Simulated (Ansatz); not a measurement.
Worked example: relaxation of cell and atoms of Hf₂Ge (I4/mcm, 6 atoms in the cell) in Ansatz (a program for electronic structure).

Level of theory: PBEsol, default PAW files made with PBE (plane waves; Ansatz).

The change in words: atoms on their sites; basis.ecutwfc: 420 eV → 250 eV; relax: default → cell and atoms. Reference geometry:
```xyz
6
Lattice="-3.2804 3.2804 2.6385 3.2804 -3.2804 2.6385 3.2804 3.2804 -2.6385" Properties=species:S:1:pos:R:3 pbc="T T T"
Hf     1.0219     2.2585     0.0000
Hf     2.2585     1.0219     2.6385
Hf     4.3377     1.0573     0.0000
Hf    -1.0219     2.2585     2.6385
Ge     0.0000     0.0000     1.3193
Ge     0.0000     0.0000     3.9578
```

Reference input (self-consistent single point, DFT, PBEsol, plane waves, default PAW files made with PBE): basis.ecutwfc = 420 eV; kpoints.mp_grid.grid = 4 4 4; hamiltonian.xc = pbesol; hamiltonian.pseudopotentials = {kind: paw} (the program's default PAW files); scf.occupations.method = fermi_dirac; scf.occupations.width = 0.1 eV. This run's input differs from it in these lines:

Ansatz 0.2 input:
```diff
@@ -9,3 +9,3 @@
     - { symbol: Hf, position: [0.655760, 0.844240, 0.500000] }
-    - { symbol: Hf, position: [0.161149, 0.661149, 0.822298] }
+    - { symbol: Hf, position: [0.155760, 0.655760, 0.811520] }
     - { symbol: Hf, position: [0.844240, 0.344240, 0.188480] }
@@ -14,3 +14,3 @@
 basis:
-  ecutwfc: 420.0
+  ecutwfc: 250.0
 kpoints:
@@ -26,2 +26,4 @@
     width: 0.1
+relax:
+  cell: {}
 output:
```

Output (repeated stretches shortened):

```
   [... SCF lines of the steps left out ...]
relax step   1: F+E_penalty+E_count = -70897.20425485 eV  Δ(F+E_penalty+E_count) = +0.000e0 eV  max|allowed force component| = 6.748e-3 eV/Å  Δτ_max = 0.0000 Å  P = -2.013 GPa  Ω = 113.574 Å³  (8 SCF iters, dr2 threshold 1.00e-7 eV, accepted)
relax step   2: F+E_penalty+E_count = -70898.72923892 eV  Δ(F+E_penalty+E_count) = -1.525e0 eV  max|allowed force component| = 1.304e-1 eV/Å  Δτ_max = 0.0127 Å  P = +16.834 GPa  Ω = 108.944 Å³  energy of the carried Pulay correction = +1.743e0 eV  [...]
   [... lines left out ...]
relax step  20: F+E_penalty+E_count = -70897.12915407 eV  Δ(F+E_penalty+E_count) = -4.536e-3 eV  max|allowed force component| = 2.269e-6 eV/Å  Δτ_max = 0.0000 Å  P = +0.000 GPa  Ω = 112.093 Å³  energy of the carried Pulay correction = +4.535e-3 eV  [...]
relax step  21: F+E_penalty+E_count = -70897.12915407 eV  Δ(F+E_penalty+E_count) = -1.164e-9 eV  max|allowed force component| = 8.452e-6 eV/Å  Δτ_max = 0.0000 Å  P = -0.030 GPa  Ω = 112.093 Å³  stress off target by 4.92e-2 GPa  SCF on the basis [...]
basis re-selected at this cell: Δ(F+E_penalty+E_count) = -1.164e-9 eV, ΔP = -0.030 GPa vs the last step
the relaxation is at rest under the 16 symmetry operations that the run kept from its start: a minimum is not shown …
Stability not checked: this state was not tested for a lower state beside it, because too few of the mixer's solves of this state at the end of the SCF gave a …
Free energy (F): -70897.129154 eV
Internal energy: -70897.043719 eV  (E = F + TS)
   [... lines left out ...]
Fermi energy:    19.170163 eV
  cell:  # Å, volume = 112.0928 Å³
   [... lines left out ...]
    - { symbol: Hf, position: [0.15571962374099338, 0.6557196237409932, 0.8114392474819866] }
    - { symbol: Hf, position: [0.8442803762590065, 0.3442803762590064, 0.1885607525180134] }
    - { symbol: Ge, position: [0.24999999999999994, 0.24999999999999994, -4.08832418147062e-21] }
    - { symbol: Ge, position: [0.7499999999999998, 0.7499999999999998, -4.0883241814706216e-21] }
```

The run converged. 

Summary of the result:
Free energy E − TS (on the zero of these files): -70897.1292 eV
Fermi level (on the code's own zero): 19.17 eV
Pressure: -0.03 GPa
Final cell: a = 5.3133 Å, b = 5.3133 Å, c = 5.3133 Å, α = 104.17°, β = 104.17°, γ = 120.70°
Final volume per atom: 18.68 Å³
Relaxation steps: 21

The starting cell comes from a database of computed structures (which also holds hypothetical and non-ambient phases and stackings), without a prior relaxation at this level. Its lattice was rescaled by up to half a per cent. The relaxation keeps the symmetry of its start, so its end need not be a minimum. Ansatz's pressure includes its estimate of the finite-basis (Pulay) stress. Without the estimate this run gives -60.60 GPa. The cutoff lies below the one recommended for these files.

Cost on one core of a shared machine: roughly 70 s.
